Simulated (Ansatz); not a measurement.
The reference is LiCl in the rock salt structure (space group Fm-3m, No. 225; a = 5.1123 Å). Axes: x, y, z lie along the cube axes.

Method: Ansatz (a quantum-chemistry and plane-wave program) r2SCAN, no spin-orbit coupling.

Before the change:

The smallest direct gap comes out as 7.29 eV and the band gap is 7.29 eV.

The change: a free-standing slab of 5 layers (10 atoms, 2 a layer) is cut normal to the z axis, with 15 Å of vacuum and the in-plane cell held at bulk.

Task: Predict the new smallest direct gap.

Result: The smallest direct gap shrinks by 0.52 eV to 6.77 eV.

Task: Estimate the effect on the excess energy per area of both faces.

Result: The excess energy per area of both faces (slab less bulk energy over the cell's area: twice a surface energy) amounts to 0.39 J/m².

Task: What happens to the gap character?

Result: The gap character comes out as indirect, X → Γ.

Task: What happens to the band gap?

Result: The band gap falls by 0.55 eV (7.29 eV → 6.74 eV).

Task: What happens to the change of the spacing d23 from its bulk value of 2.556 Å?

Result: The change of the spacing d23 from its bulk value of 2.556 Å is +0.8 %.

Slab and bulk use different k-meshes, which limits the precision of the excess energy. Whether these cells are dynamically stable was not tested. Labels are those of the standard path for the cell's own space group.
